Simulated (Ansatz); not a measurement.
Start from TiAl (space group P4/mmm, No. 123; a = 2.796 Å, c = 4.038 Å; relaxed with 0.1 eV smearing). Axes: x, y, z lie along a, b, c of the conventional cell.

Computed with Kohn–Sham DFT with the PBEsol functional, run in Ansatz (an electronic-structure program) with PAW and 420 eV plane waves, scalar-relativistic without spin-orbit coupling.

Base values:

```
Quantity                        Result
-----------------------------  -------
Pressure                       0.0 GPa
Shortest interatomic distance  2.796 Å
```

One thing is altered: tensor shear ε_xz = +0.86 % (engineering shear γ = 0.0172); the atoms relax in the strained cell.

Question: What does the calculation give for the energy relative to the base after the change?

Answer: The energy rises by 1.7 meV/atom.

Question: What happens to the pressure?

Answer: The pressure (mean of the normal stresses, compression positive) is still 0.0 GPa.

Question: Estimate the effect on the shortest interatomic distance.

Answer: The shortest interatomic distance is still 2.796 Å.

No phonon test of stability was made. The final runs are not spin-polarised.
